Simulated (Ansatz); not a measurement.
The starting structures come from a database of crystals and need not be the phases stable at ambient conditions.

 Where the default PAW files enter, the runs use the earlier of Ansatz's two default sets.

Tunnelling through a barrier is set by its complex band structure: the current falls as exp(−2κd) with the smallest κ.

Input:

```
CELL_PARAMETERS angstrom
      3.93016     0.00000     0.00000
      0.00000     7.00481     0.00000
      0.00000     0.00000    11.94259
ATOMIC_POSITIONS crystal
  Na 0.50000 0.91198 0.68352
  Na 0.50000 0.08802 0.31648
  Na 0.50000 0.41198 0.81648
  Na 0.50000 0.58802 0.18352
  Cd 0.00000 0.50000 0.50000
  Cd 0.00000 0.00000 0.00000
  Cl 0.50000 0.25202 0.54385
  Cl 0.50000 0.74798 0.45615
  Cl 0.50000 0.75202 0.95615
  Cl 0.50000 0.24798 0.04385
  Cl 0.00000 0.87405 0.20437
  Cl 0.00000 0.12595 0.79563
  Cl 0.00000 0.37405 0.29563
  Cl 0.00000 0.62595 0.70437
```

Space group of this cell: Pbam. The cell is taken as given.

Transport runs along the normal of the first two printed cell vectors.

The gap is the functional's own, uncorrected, and κ follows it; spin-orbit coupling is left out. Mid-gap values are interpolated between the computed energies.

Compute, with r2SCAN (Ansatz, an electronic-structure program), the band gap and the smallest decay constant κ at mid-gap.

Gap 4.37 eV on a 8×4×4 mesh; κ = 0.360 1/Å, at the zone centre.
